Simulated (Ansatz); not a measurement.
Start from CdS in the zinc blende structure (space group F-43m, No. 216; a = 5.824 Å).

Method: PBEsol (Ansatz, a program for electronic structure; PAW; 420 eV plane waves; no SOC).

Before the change:

| Property | Value |
|---|---|
| Electron mass | 0.11 mₑ (at Γ) |

The change: the cell is scaled by 1.0200 in all directions; the atoms relax in the strained cell.

**Question.** How does this affect the electron mass, energy relative to the base and mean gap deformation potential ΔEg/Δln V?

**Answer.** The electron mass changes from 0.11 mₑ (at Γ) to 0.10 mₑ (at Γ); the energy grows by 16 meV/atom; the mean gap deformation potential ΔEg/Δln V is -2.1 eV.

Masses are band curvatures over ±0.01 Å⁻¹ around the edge. Whether these cells are dynamically stable was not tested.
